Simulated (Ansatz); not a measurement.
**Pressure series in hypothetical rock salt YSi**

Start from YSi in the rock salt structure (space group Fm-3m, No. 225; a hypothetical phase, not in the database extracts checked).

YSi has the cubic space group Fm-3m (No. 225), the rock salt structure, Pearson symbol cF8. Cell: a = b = c = 5.8151 Å, α = β = γ = 90.00°. Si on 4a has 6 Y at 2.908 Å (octahedral). Y on 4b sees 6 Si at 2.908 Å (octahedral). (Neighbours: up to the widest gap in distance over summed covalent radii, below 1.35, at either atom; cation-cation and far metal-metal contacts left out.)
(The calculation used a cell of 2 atoms; values per cell refer to that cell.)

Cell and atoms are relaxed at each pressure.

Computed with PBE (Ansatz, a quantum-chemistry and plane-wave program; PAW; 420 eV plane waves; no SOC), earlier PAW set.

Notes on the quantities. enthalpy: H = E + PV relative to the base's energy.

```
change                  enthalpy     density  shortest interatomic distance
-----------------  -------------  ----------  -----------------------------
base                           –  3.95 g/cm³                     5.495 bohr
pressure −2 GPa    -0.31 eV/atom  3.83 g/cm³                     5.554 bohr
pressure −1 GPa    -0.15 eV/atom  3.89 g/cm³                     5.524 bohr
pressure 0.9 GPa   +0.14 eV/atom  4.00 g/cm³                     5.471 bohr
pressure 2.1 GPa   +0.32 eV/atom  4.07 g/cm³                     5.440 bohr
pressure 4.5 GPa   +0.67 eV/atom  4.20 g/cm³                     5.384 bohr
pressure 9 GPa     +1.30 eV/atom  4.41 g/cm³                     5.295 bohr
pressure 15 GPa    +2.10 eV/atom  4.67 g/cm³                     5.198 bohr
pressure 22.5 GPa  +3.05 eV/atom  4.94 g/cm³                     5.099 bohr
pressure 30 GPa    +3.95 eV/atom         ___                            ___
```

### Question
Complete the table.

### Answer

- pressure 30 GPa, density: 5.19 g/cm³
- pressure 30 GPa, shortest interatomic distance: 5.016 bohr

Load acts through the strain it causes; cell and atoms are relaxed under it. No phonon test of stability was made. Competing high-pressure phases were not computed. All final runs are without spin polarisation. An odd electron count without spin: YSi. YSi has a high density of states at the Fermi level and may be magnetic at this level.
